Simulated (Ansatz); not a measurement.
Consider NaCl in the rock salt structure (space group Fm-3m, No. 225; a = 5.601 Å). Axes: x, y, z lie along the cube axes.

The change: compressive biaxial strain of 3.00 % in the plane normal to [001], as in epitaxy on a mismatched substrate; the out-of-plane cell vector and the atoms relax.

Method: plane-wave PAW DFT at the PBEsol level (Ansatz, a program for electronic structure, 420 eV), no SOC.

Task: Give the band edges at the high-symmetry points of the new zone, measured from its valence-band maximum.

Result: 
```json
[
 {"point": "Γ", "valence edge (eV)": "0.00", "conduction edge (eV)": "5.18"},
 {"point": "X", "valence edge (eV)": "-0.65", "conduction edge (eV)": "7.58"},
 {"point": "P", "valence edge (eV)": "-0.80", "conduction edge (eV)": "8.88"},
 {"point": "N", "valence edge (eV)": "-0.29", "conduction edge (eV)": "7.15"},
 {"point": "M", "valence edge (eV)": "-0.63", "conduction edge (eV)": "7.61"},
 {"point": "S", "valence edge (eV)": "-0.51", "conduction edge (eV)": "8.32"},
 {"point": "S₀", "valence edge (eV)": "-0.51", "conduction edge (eV)": "8.32"},
 {"point": "R", "valence edge (eV)": "-0.93", "conduction edge (eV)": "8.97"},
 {"point": "G", "valence edge (eV)": "-0.93", "conduction edge (eV)": "8.97"}
]
```

The gap is 5.18 eV, direct at Γ.

Whether these cells are dynamically stable was not tested. Labels are those of the standard path for the cell's own space group.
